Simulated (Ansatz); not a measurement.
Structures of equal composition on the (113) surface of germanium: 1 pair of surface atoms bonded, no caps; unpaired: 0 pairs of surface atoms bonded, no caps. The slabs share one bottom face, and each structure is named by its start. These are constructed structures in small cells; real faces may alloy, dewet or reconstruct in larger ones, and not all known structures of the face are among them. Slabs of about 14 Å with all that they carry, Fermi-Dirac smearing of 0.025 eV. Bottom of the slabs: built like the top, H on every dangling bond, free. Relaxed from the named starts with such symmetry as they have, on meshes of like density; energies extrapolated to zero smearing; no spin-orbit coupling, no U. Spin-polarised runs, if any, are marked in brackets, and their order is one that fits the cell; the others ran without spin. Where a second, spin-polarised start was run, the lower counts.

All values below come from PBE (plane waves to 420 eV, PAW; Ansatz, an electronic-structure program).

Task: Rank these by energy per 1x1 cell (lowest first), as PBE gives it.

Result: 1 pair of surface atoms bonded, no caps (0.000 eV [spin start, no net moment], gap 0.37 eV on the mesh), unpaired: 0 pairs of surface atoms bonded, no caps (0.071 eV (1 Ge–Ge bonds formed), a narrow gap of 0.12 eV by band count)
